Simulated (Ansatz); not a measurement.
Data:

End structure of a constructed model of the (111) surface of fcc Cu, a layer of Re in place of the third plane (bottom of the slab: a bare face, its two planes held):

```yaml
crystal:
  lattice:
    - [2.56680, 0.00000, 0.00000]
    - [-1.28340, 2.22291, 0.00000]
    - [0.00000, 0.00000, 27.00000]
  atoms:
    - { symbol: Cu, position: [0.33333, 0.66667, 0.30172] }
    - { symbol: Cu, position: [0.66667, 0.33333, 0.37935] }
    - { symbol: Cu, position: [0.00000, 0.00000, 0.45673] }
    - { symbol: Re, position: [0.33333, 0.66667, 0.54037] }
    - { symbol: Cu, position: [0.66667, 0.33333, 0.62382] }
    - { symbol: Cu, position: [0.00000, 0.00000, 0.70036] }
```

Slab: 6 atoms, 10.7 Å thick at the start with caps and adatoms (thin: gaps and levels are the slab's own); k 17x17x1, smearing 0.1 eV, dipole-corrected; 2 atoms held, the rest relaxed; start symmetry kept, larger cells not searched; no spin, no spin-orbit, no U. In PBE it is, or lies within 0.01 eV a 1x1 cell of, the lowest of the 2 structures of its composition computed so far; subsurface sites and larger cells were not tried.

Task: What is the computed work function of the top face (PBE (Ansatz, a program for electronic structure))?

Result: 4.68 eV
